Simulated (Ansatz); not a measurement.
Take TiSi2 (space group Fddd, No. 70; a = 4.806 Å, b = 8.265 Å, c = 8.565 Å) as the base.

Computed with DFT with PBE, PAW potentials and a 420 eV plane-wave cutoff in Ansatz (a program for electronic structure), scalar-relativistic without spin-orbit coupling, earlier PAW set.

Base values:

| Quantity | Value |
|---|---|
| Volume per atom | 14.18 Å³ |

One thing is altered: a hydrostatic pressure of 75 GPa.

### Question
What does the calculation give for the volume per atom after the change?

### Answer
The volume per atom decreases by 3.563 Å³ (14.18 Å³ → 10.61 Å³).

Load acts through the strain it causes; cell and atoms are relaxed under it. Whether these cells are dynamically stable was not tested. No other phases were tried under pressure. The final runs are not spin-polarised.
